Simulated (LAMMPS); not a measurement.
Consider C (diamond structure), 216 atoms, at 2400 K and 5 GPa, heated as the crystal in molecular dynamics.

Computed with classical MD, pair style airebo 3.0 1 1, file CH.airebo, run in LAMMPS.

| angle (°) | probability per degree, C-C-C |
|---|---|
| 88.50 | 0.0001 |
| 91.50 | 0.0004 |
| 94.50 | 0.0018 |
| 97.50 | 0.0063 |
| 100.5 | 0.0174 |
| 103.5 | 0.0394 |
| 106.5 | 0.0667 |
| 109.5 | 0.0765 |
| 112.5 | 0.0650 |
| 115.5 | 0.0379 |
| 118.5 | 0.0153 |
| 121.5 | 0.0049 |
| 124.5 | 0.0013 |
| 127.5 | 0.0003 |
| 130.5 | 0.0001 |

Main features:
- state found: crystal; no diffusion seen in 15 ps
- most common C-C-C angle: at the 3° bin centred on 109.5°, after smoothing over three bins (mean of all 109°)

Caution: in nature this polymorph isn't the stable one over the whole range of temperature at this pressure, and short runs keep a crystal in its starting form. Caution: a run this short can hold a crystal over, or a liquid under, the potential's own melting point, which these runs don't give.
